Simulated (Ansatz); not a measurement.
Input:

```
YB2C2
1.0
    3.78045     0.00000     0.00000
    0.00000     3.78045     0.00000
    0.00000     0.00000     7.06867
Y B C
2 4 4
Direct
  0.00000   0.00000   0.75000
  0.00000   0.00000   0.25000
  0.21575   0.50000   0.00000
  0.78425   0.50000   0.00000
  0.50000   0.21575   0.50000
  0.50000   0.78425   0.50000
  0.50000   0.18736   0.00000
  0.50000   0.81264   0.00000
  0.81264   0.50000   0.50000
  0.18736   0.50000   0.50000
```

Computed with PBEsol, DFPT electron-phonon coupling, linearised Boltzmann equation (plane waves, PAW, scalar-relativistic; Ansatz, an electronic-structure program). Cell: relaxed with this functional, without spin-orbit coupling.

**Question.** What phonon-limited resistivity does this give at 300 K?

**Answer.** 15.6 (x), 15.6 (y), 19.5 (z) μΩ·cm.

**Question.** And the electrons' mean free path at that temperature?

**Answer.** 10.2 (x), 10.2 (y), 8.8 (z) nm, weighted by the current that each state carries. Wires not much wider than this gain resistivity from their walls.

A metal at this level (no band gap). Only scattering by harmonic phonons is included (no impurities, grain boundaries, electron-electron scattering or thermal expansion). Spin-orbit coupling is left out. The run warned that the eigensolver left some states short of its tolerance. Halving the electron mesh (24x24x12) moves the resistivity by up to 2 % at 300 K, the mean free path by up to 2 %. Smearing 0.20 eV; phonons on a 4x4x2 q mesh, which this run doesn't test.

Computed structure with no diffraction record at hand here (it may be known, metastable or hypothetical): YB2C2 (P4_2/mmc).
